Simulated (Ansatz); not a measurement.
Relaxation of the outer planes of the (11-21) surface of hcp Ru in its 1x1 cell, outermost plane spacing 0.65 Å in the ideal cut.

Level of theory: PBE (plane waves to 420 eV, PAW; Ansatz, a program for electronic structure).

Slab: 17 atoms, 10.4 Å thick at the start (thin: gaps and levels are the slab's own); k 9x8x1, smearing 0.1 eV, dipole-corrected; all atoms relaxed; held to the start's symmetry, so lower structures may exist; no spin, no spin-orbit, no U.

```
plane  atoms  bulk spacing to the next (Å)  relaxed spacing (Å)  change (%)  rumpling (Å)
-----  -----  ----------------------------  -------------------  ----------  ------------
1         Ru                         0.649                    …           …          0.00
2         Ru                         0.649                0.561       -13.5          0.00
```

Question: Fill in the missing entries.

Answer: 
- 1, relaxed spacing (Å): 0.552
- 1, change (%): -14.8
